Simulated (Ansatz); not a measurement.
Cell of silicon (1 1 1) on zinc-blende GaP (1 1 1) (film strained to the substrate, started from cuts of the bulks; metallic at this level, with no gap by band count; slabs Ga5P5 and Si8, which can lie off the formulas; started ferromagnetic, the moments vanishing), with its geometry taken from a PBE run:

```xyz
18
Lattice="3.8942 0.0001 -0.0116 -1.9471 3.3721 0.0511 -0.0852 0.9503 28.7238" Properties=species:S:1:pos:R:3 pbc="T T T"
Ga     2.9639     0.6971     3.1139
Ga    -0.9183     2.9537     6.3428
Ga     1.0336     1.7802     9.4989
Ga     2.9876     0.6109    12.6590
Ga    -0.8928     2.8473    15.9489
P      2.9652     1.1586     0.7728
P     -0.9266     2.9506     3.9596
P      1.0309     1.8185     7.1168
P      2.9831     0.6454    10.2711
P     -0.9045     2.8480    13.5068
Si     1.0565     1.6851    18.4438
Si     1.0533     3.9421    17.5215
Si    -0.8819     2.7704    21.6148
Si     1.0629     1.6562    20.8179
Si     1.0718     3.8532    24.7775
Si    -0.8771     2.7328    23.9895
Si     0.9890     1.5734    28.2076
Si     1.0965     3.7240    27.1430
```
Starting moments (μB, in the order of the record's atoms Ga Ga Ga Ga Ga P P P P P Si Si Si Si Si Si Si Si): 0.0 0.0 0.0 0.0 0.5 0.5 0.0 0.0 0.0 0.0 0.5 0.5 0.0 0.0 0.0 0.0 0.5 0.5.

These are PBE (plane waves to 420 eV, PAW; Ansatz, a quantum-chemistry and plane-wave program) values and carry that method's errors. Scalar-relativistic, without spin–orbit coupling. Its k-point mesh 7×7×1, Fermi–Dirac width 0.05 eV.

Q: Give the plane-averaged electrostatic potential energy of an electron along the normal (the smooth PAW potential), about its mean over the cell.

A: 
```tsv
z (Å)	V (eV)
0.000	-1.39
0.287	-1.56
0.574	-3.08
1.005	-1.82
1.292	1.91
1.579	5.36
1.866	6.44
2.297	4.71
2.584	2.15
2.871	0.09
3.158	-1.94
3.589	-5.96
3.876	-5.80
4.163	-2.93
4.450	1.42
4.880	6.00
5.167	6.28
5.455	4.84
5.742	2.28
6.029	0.18
6.459	-3.20
6.746	-5.92
7.033	-6.02
7.321	-3.27
7.751	3.24
8.038	5.87
8.325	6.28
8.612	4.97
9.043	1.28
9.330	-0.64
9.617	-3.03
9.904	-5.83
10.335	-5.08
10.622	-1.54
10.909	2.99
11.196	5.80
11.483	6.34
11.914	3.96
12.201	1.49
12.488	-0.44
12.775	-2.67
13.206	-6.30
13.493	-5.31
13.780	-2.00
14.067	2.51
14.498	6.24
14.785	6.24
15.072	4.68
15.359	2.28
15.789	0.44
16.077	0.41
16.364	0.96
16.651	1.47
17.081	-1.41
17.368	-3.83
17.655	-4.87
17.943	-5.27
18.230	-4.76
18.660	-2.28
18.947	1.37
19.234	4.85
19.521	6.24
19.952	5.01
20.239	1.57
20.526	-2.52
20.813	-5.43
21.244	-7.23
21.531	-5.65
21.818	-2.87
22.105	1.13
22.536	5.65
22.823	6.14
23.110	4.85
23.397	1.37
23.684	-2.69
24.115	-6.60
24.402	-7.26
24.689	-5.64
24.976	-2.82
25.407	3.24
25.694	5.71
25.981	6.18
26.268	4.91
26.699	-0.35
26.986	-3.11
27.273	-3.84
27.560	-3.68
27.990	-4.09
28.277	-3.84
28.565	-2.20
```
